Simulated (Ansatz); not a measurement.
We consider rock-salt TbN, described by LDA in Ansatz (PAW).

Run with plane-wave cutoff 520 eV, 20×20×20 k mesh, Fermi–Dirac smearing 0.05 eV, spin-polarised with parallel moments, scalar-relativistic PAW data made under PBE.

Equation-of-state points:

```json
[
 {"V (Å³/atom)": "12.764", "E − E_lowest (meV/atom)": "31.47", "P (GPa)": "12.96"},
 {"V (Å³/atom)": "13.035", "E − E_lowest (meV/atom)": "13.61", "P (GPa)": "8.20"},
 {"V (Å³/atom)": "13.307", "E − E_lowest (meV/atom)": "3.38", "P (GPa)": "3.94"},
 {"V (Å³/atom)": "13.578", "E − E_lowest (meV/atom)": "0.00", "P (GPa)": "0.11"},
 {"V (Å³/atom)": "13.850", "E − E_lowest (meV/atom)": "2.77", "P (GPa)": "-3.32"},
 {"V (Å³/atom)": "14.121", "E − E_lowest (meV/atom)": "11.06", "P (GPa)": "-6.40"},
 {"V (Å³/atom)": "14.393", "E − E_lowest (meV/atom)": "24.29", "P (GPa)": "-9.16"}
]
```

Q: Estimate the bulk modulus from the pressures at 13.307 and 13.850 Å³/atom, and compare it with a fit to all energies.

A: B = −V dP/dV. Between V = 13.307 and 13.850 Å³/atom, dP/dV = (-3.32 − (3.94))/(13.850 − 13.307) = -13.4 GPa per Å³/atom; at the midpoint 13.579 Å³/atom this gives B ≈ 182 GPa. The third-order Birch–Murnaghan fit gives V0 = 13.587 Å³/atom, B0 = 181 GPa, B′ = 4.4, which lies within 1 % of that estimate.

Measured, for comparison: equilibrium volume per atom 14.90 Å³/atom (temperature not stated, not corrected to a static lattice; as tabulated in Natali et al. (2013), arXiv:1208.2410). Computed (rounded) less measured: equilibrium volume per atom -8.8 %. For the largest miss, another phase or state or a fault of the measured value is possible beside the level's own.

Note: the magnetic order was assumed, not searched for or taken from measurement; the 4f shell is treated without U or exact exchange, so its levels and filling can be wrong; the volume lies 9 % below that of the published cell.

Spin–orbit coupling is not included; it can open a gap where bands touch, and shift volumes and moduli.

Computed values are for the static lattice.

Ansatz is an electronic-structure program.
